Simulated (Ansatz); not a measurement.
The decay constant κ of evanescent states in the gap governs leakage through a thin film.

Consider the following.

```
CELL_PARAMETERS angstrom
      3.59510     0.00000     0.00000
     -1.79755     3.11345     0.00000
      1.79755     1.03782     2.93539
ATOMIC_POSITIONS crystal
  Li 0.00000 0.00000 0.00000
  Cl 0.00000 0.50000 0.50000
```

Space group of this cell: Fm-3m, rock salt. The cell is taken as given; by r2SCAN its mean pressure is 0.6 GPa.

Transport runs along the normal of the first two printed cell vectors, the (111) plane of the conventional cell.

The gap is the functional's own. No spin-orbit coupling. Mid-gap values are interpolated on the energy grid.

Task: Estimate the band gap and the smallest decay constant κ at mid-gap that r2SCAN in Ansatz (a first-principles code) returns for this system.

Result: Gap 7.40 eV on a 12×12×12 mesh; κ = 0.432 1/Å, at the zone centre.
